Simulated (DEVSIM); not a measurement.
Device: illuminated Si p-on-n cell, one wavelength, with a back-surface field, at 300 K.

Layer 1 from the left is Si, thickness (μm) 0.740, Na (cm⁻³) 1.2e18, τn (s) 1.3e-6, τp (s) 7.4e-7, absorption coefficient (cm⁻¹) 3000. Layer 2 from the left is Si, thickness (μm) 92.0, Nd (cm⁻³) 3.2e15, τn (s) 8.3e-6, τp (s) 8.3e-6, absorption coefficient (cm⁻¹) 3000. Layer 3 from the left is Si, thickness (μm) 0.170, Nd (cm⁻³) 4.3e18, τn (s) 8.3e-6, τp (s) 8.3e-6, absorption coefficient (cm⁻¹) 3000.

Left contact: ohmic, minority electron recombination velocity 20000 cm/s. Right contact: ohmic, minority hole recombination velocity 6e5 cm/s. Voltage is applied to the left contact. Recombination: SRH at mid-gap, radiative, Auger. Light enters at the left, 9e16 photons cm⁻² s⁻¹, one pass, no reflection. Mobility is constant in doping.

This is a model device: material constants are rounded textbook-type values typed into the input, and sizes, dopings and lifetimes were drawn at random. Values at 300 K.

Si: gap (eV) 1.124, affinity (eV) 4.05, permittivity 11.7, Nc (cm⁻³) 2.86e19, Nv (cm⁻³) 3.1e19, μn (cm²/Vs) 1417, μp (cm²/Vs) 470, B (cm³/s) 4.7e-15, Cn (cm⁶/s) 2.8e-31, Cp (cm⁶/s) 9.9e-32.

Simulated with DEVSIM: 1D drift-diffusion, Boltzmann statistics, complete ionisation; no tunnelling, impact ionisation, image-force lowering or self-heating.

### Question
What does the simulation give for the dark forward voltage at 1 A/cm², the share of generated pairs collected at short circuit?

### Answer
dark forward voltage at 1 A/cm² 0.694 V; share of generated pairs collected at short circuit 0.978.
